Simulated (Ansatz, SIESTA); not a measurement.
Tl2Rh3S2 (R-3m, 7 atoms in the cell) computed with different codes at matched settings

Self-consistent single point.

```
CELL_PARAMETERS angstrom
      2.84789     1.64423     4.69821
     -2.84789     1.64423     4.69821
      0.00000    -3.28845     4.69821
ATOMIC_POSITIONS crystal
  Tl 0.00000 0.00000 0.00000
  Tl 0.50000 0.50000 0.50000
  Rh 0.50000 0.00000 0.00000
  Rh 0.00000 0.50000 0.00000
  Rh 0.00000 0.00000 0.50000
  S  0.71972 0.71972 0.71972
  S  0.28028 0.28028 0.28028
```

Shared settings, as Ansatz (a quantum-chemistry and plane-wave program) writes them: kpoints.mp_grid.grid = 5 5 5; magnetization.spin_orbit = true; scf.occupations.method = fermi_dirac; scf.occupations.width = 0.1 eV. Potentials and cutoffs stand in the table.

```csv
code,model,pressure (GPa),largest force (eV/Å),cutoff
SIESTA,"GGA PBEsol with spin-orbit coupling, numerical atomic orbitals DZP, PseudoDojo PBEsol fully relativistic norm-conserving potentials (rewritten from UPF to PSML)",–,0.364,grid 350 Ry
Ansatz,"PBEsol with spin-orbit coupling, PAW files made with PBE",-3.76,0.203,420 eV
```

A dash marks a value that a program does not give, or that is left out as unsure.

The spread over the programs that give each value: largest force within 0.161 eV/Å.

SIESTA uses small atom-centred bases, whose incompleteness enters pressures, forces and empty levels differently from a plane-wave cutoff.

The starting cell comes from a database of computed structures (which also holds hypothetical and non-ambient phases and stackings), without a prior relaxation at this level.

Left out of this page: Elk (with a known weakness of the program).

Keys are those of Ansatz 0.2.
